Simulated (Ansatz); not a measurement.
The reference is HgTe in the zinc blende structure (space group F-43m, No. 216).

```cif
data_HgTe
_chemical_formula_sum 'Te1 Hg1'
_space_group_name_H-M_alt 'P 1'
_space_group_IT_number 1
_cell_length_a 4.70275
_cell_length_b 4.70275
_cell_length_c 4.70275
_cell_angle_alpha 60.000
_cell_angle_beta 60.000
_cell_angle_gamma 60.000
loop_
_space_group_symop_operation_xyz
  'x, y, z'
loop_
_atom_site_label
_atom_site_type_symbol
_atom_site_fract_x
_atom_site_fract_y
_atom_site_fract_z
_atom_site_occupancy
Te1 Te 0.75000 0.75000 0.75000 1
Hg1 Hg 0.00000 0.00000 0.00000 1
```

Level of theory: PBE/PAW in Ansatz (a program for electronic structure), no spin-orbit coupling, earlier PAW set.

For the base:

Band gap: zero
Lattice parameter a: 665.1 pm

The change: Cd takes the place of Hg on all its sites, then cell and atoms are relaxed.

Tabulated Pauling electronegativity and covalent radius: Hg 2.00, 1.32 Å; Cd 1.69, 1.44 Å.

Problem. How does this affect the electron mass, band gap, lattice parameter a and hole mass?

Solution. The electron mass amounts to 0.053 mₑ (at Γ); the band gap changes from zero to 0.58 eV; the lattice parameter a drops by 3.2 pm, from 665.1 pm to 661.9 pm; the hole mass (degenerate bands, along [100]) is 0.053, 0.57, 0.57 mₑ (at Γ).

Spin-orbit coupling, missing from the scalar runs, can matter with Hg and Te. Effective masses come from finite differences of ±0.01 Å⁻¹. No phonon test of stability was made. The final runs are not spin-polarised. The zero or small gap of HgTe can change with the level of theory.
